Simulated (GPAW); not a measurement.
Input and output of a self-consistent single point for BaSrI₄ (R-3m, 6 atoms in the cell) (GPAW).

Method of the run: PBEsol, GPAW PAW datasets PBEsol (made by gpaw-setup) (plane waves; GPAW).

The change in words: lattice scaled by 0.98. Reference geometry:
```
BaSrI4
1.0
    2.93501     1.69453     9.36382
   -2.93501     1.69453     9.36382
    0.00000    -3.38906     9.36382
Ba Sr I
1 1 4
Cartesian
  0.00000   0.00000   0.00000
  0.00000   0.00000  14.04573
  0.00000   0.00000  17.49545
  0.00000   0.00000  10.59601
  0.00000   0.00000  24.46505
  0.00000   0.00000   3.62641
```

Reference input (self-consistent single point, DFT PBEsol, plane waves, GPAW PAW datasets PBEsol (made by gpaw-setup)): mode = pw; ecut = 550 eV; xc = PBEsol; kpts = 3 3 3; mesh shift (steps) = 0 0 0; occupations.name = fermi-dirac; occupations.width = 0 eV; nbands = -8; convergence.bands = -6; symmetry.symmorphic = false; symmetry.tolerance = 0.0005; maxiter = 150. This run's input differs from it in these lines:

```diff
@@ -5,5 +5,5 @@
 atoms = Atoms(['Ba', 'Sr', 'I', 'I', 'I', 'I'],
-              cell=[[2.935010, 1.694529, 9.363820],
-                    [-2.935010, 1.694529, 9.363820],
-                    [0.000000, -3.389058, 9.363820]],
+              cell=[[2.876310, 1.660638, 9.176544],
+                    [-2.876310, 1.660638, 9.176544],
+                    [0.000000, -3.321277, 9.176544]],
               scaled_positions=[[0.000000, 0.000000, 0.000000],
```

Output, abridged:

```
     iter     time        total  log10-change:
                         energy   eigst   dens
iter:   1 --:--:--   -21.228266   +0.15
iter:   2 --:--:--   -21.303042   -0.62  -1.35
iter:   3 --:--:--   -21.256425   -1.00  -1.38
iter:   4 --:--:--   -21.309222   -1.18  -1.49
iter:   5 --:--:--   -21.280611   -1.07  -1.82
iter:   6 --:--:--   -21.278105   -1.21  -2.28
iter:   7 --:--:--   -21.283280c  -1.55  -2.44
iter:   8 --:--:--   -21.276722c  -1.75  -2.32
iter:   9 --:--:--   -21.277521c  -2.29  -2.91
iter:  10 --:--:--   -21.276663c  -2.56  -2.72
iter:  11 --:--:--   -21.276659c  -2.92  -3.48
iter:  12 --:--:--   -21.276660c  -3.21  -3.74
iter:  13 --:--:--   -21.276658c  -3.51  -3.79
iter:  14 --:--:--   -21.276658c  -3.87  -4.04c
iter:  15 --:--:--   -21.276658c  -4.17  -4.27c
iter:  16 --:--:--   -21.276658c  -4.40  -4.32c
iter:  17 --:--:--   -21.276658c  -4.60  -4.41c
iter:  18 --:--:--   -21.276658c  -4.85  -4.60c
   [... 4 lines left out ...]
iter:  23 --:--:--   -21.276658c  -6.16  -5.21c
iter:  24 --:--:--   -21.276658c  -6.52  -5.07c
iter:  25 --:--:--   -21.276658c  -6.87  -5.51c
iter:  26 --:--:--   -21.276658c  -7.02  -5.55c
iter:  27 --:--:--   -21.276658c  -7.41c -5.69c
Converged after 27 iterations.

Dipole moment: (0.000000, 0.000000, 0.000000) |e|*Ang

Energy contributions relative to reference atoms: (reference = -1081475.314805)

Kinetic:        +27.184014
Potential:      -24.825939
External:        +0.000000
XC:             -23.321886
Entropy (-ST):   +0.000000
Local:           -0.312846
SIC:             +0.000000
--------------------------
Free energy:    -21.276658
Extrapolated:   -21.276658

Showing only first 2 kpts
 Kpt  Band  Eigenvalues  Occupancy
  0    22      2.40005    2.00000
  0    23      2.40005    2.00000
  0    24      6.43079    0.00000
  0    25      6.48691    0.00000

  1    22      2.50543    2.00000
  1    23      2.63208    2.00000
  1    24      6.69880    0.00000
  1    25      6.87544    0.00000

Fermi level: 4.43881

Gap: 3.613 eV
Transition (v -> c):
   [... lines left out ...]
Direct gap: 3.767 eV
   [... lines left out ...]
  0 Ba    0.00000   -0.00000   -0.00000
  1 Sr   -0.00000    0.00000   -0.00000
  2 I     0.00000    0.00000   -0.01014
  3 I     0.00000   -0.00000    0.01014
  4 I     0.00000   -0.00000    0.03507
  5 I     0.00000    0.00000   -0.03507

Stress tensor:
     0.001584    -0.000000     0.000000
     0.000000     0.001584     0.000000
     0.000000     0.000000     0.001040
Stress (GPa, Voigt): [ 0.2538  0.2538  0.1666  0.      0.     -0.    ]
```

The run converged in 27 iterations. GPAW prints stress with tension positive. Against the reference run the free energy falls by 14.3 meV/atom, the pressure goes from -1.41 to -0.22 GPa, the largest force goes from 0.046 to 0.035 eV/Å and the gap on the mesh moves little (3.616 to 3.613 eV).

The starting cell comes from a database of computed structures (which also holds hypothetical and non-ambient phases and stackings), without a prior relaxation at this level. For this run, on top of that: lattice scaled by 0.98. Spin-orbit coupling is off.

Cost on one core of a shared machine: roughly 3 min.
